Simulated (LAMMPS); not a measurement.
Simulation of a melt made from Mg (hcp), 4032 atoms, at 1200 K and 0 GPa, brought to that temperature within a few picoseconds.

Model: classical MD, pair style eam/fs, file Mg_mm.eam.fs (LAMMPS).

```tsv
angle (°)	probability per degree, Mg-Mg-Mg
34.50	0.0001
37.50	0.0003
40.50	0.0016
43.50	0.0043
46.50	0.0082
49.50	0.0117
52.50	0.0141
55.50	0.0147
58.50	0.0140
61.50	0.0125
64.50	0.0107
67.50	0.0092
70.50	0.0079
73.50	0.0073
76.50	0.0069
79.50	0.0069
82.50	0.0071
85.50	0.0073
88.50	0.0076
91.50	0.0081
94.50	0.0086
97.50	0.0089
100.5	0.0096
103.5	0.0099
106.5	0.0099
109.5	0.0099
112.5	0.0097
115.5	0.0091
118.5	0.0088
121.5	0.0082
124.5	0.0077
127.5	0.0074
130.5	0.0071
133.5	0.0065
136.5	0.0060
139.5	0.0058
142.5	0.0053
145.5	0.0051
148.5	0.0047
151.5	0.0044
154.5	0.0041
157.5	0.0036
160.5	0.0032
163.5	0.0028
166.5	0.0022
169.5	0.0018
172.5	0.0013
175.5	0.0008
178.5	0.0003
```

The data show:
- state found: liquid
- most common Mg-Mg-Mg angle: at the 3° bin centred on 55.5°, after smoothing over three bins (mean of all 96°)
